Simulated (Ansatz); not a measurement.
PtCl₂ (Pnnm, No. 58, 6 atoms in the cell; start mp-567484; a measured phase of this formula has another space group) was calculated with PBEsol in Ansatz (plane waves, PAW).

Settings: plane-wave cutoff 520 eV, 10×4×10 k mesh (along the axes of the cell as run), Fermi–Dirac smearing 0.01 eV, scalar-relativistic PAW data made under PBE.

Cell (relaxed with PBE-D3(BJ)):

```xyz
6
Lattice="3.6225 0.0000 0.0000 0.0000 11.0679 0.0000 0.0000 0.0000 3.4564" Properties=species:S:1:pos:R:3 pbc="T T T"
Pt     0.0000     0.0000     1.7282
Pt     1.8113     5.5340     0.0000
Cl     3.4628     9.5314     0.0000
Cl     0.1597     1.5365     0.0000
Cl     1.6515     7.0705     1.7282
Cl     1.9710     3.9974     1.7282
```

**Question.** What does this level give for the band gap, smallest direct gap on the k points sampled and Γ–Γ gap?

**Answer.** 
* **band gap**: 0.60 eV
* **smallest direct gap on the k points sampled**: 1.07 eV
* **Γ–Γ gap**: 1.30 eV

Note: cell and atoms aren't relaxed at this level (pressure -1.9 GPa).

Spin–orbit coupling is not included.

The computed numbers hold no vibrational or temperature effects.

The result took roughly 90 core-seconds.

A start named mp-… is a Materials Project structure, which need not be a measured phase.

Ansatz is an electronic-structure program.
